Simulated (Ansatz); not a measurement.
## Response to strain in BN

Start from BN in the zinc blende structure (space group F-43m, No. 216; a = 3.610 Å). Axes: x, y, z lie along the cube axes.

Strains are applied to the cell and any free atomic positions relax.

Method: r2SCAN, PAW, 500 eV (Ansatz, a program for electronic structure; without spin-orbit coupling).

```tsv
uniaxial strain ε_zz (%)	band gap (eV)
-3	4.48
-2.5	4.57
-2	?
-1.5	4.74
-1	4.83
-0.5	4.92
0	5.00
```

Q: Fit E_g = E₀ + Dε (ε in %) to the rows shown and predict the withheld row.

A: Least squares on the printed values gives E₀ = 5.00 eV, D = 174 meV per % of strain (largest residual 0.00 eV); this predicts 4.66 eV, and the run gives 4.65 eV, in agreement.

No phonon test of stability was made.
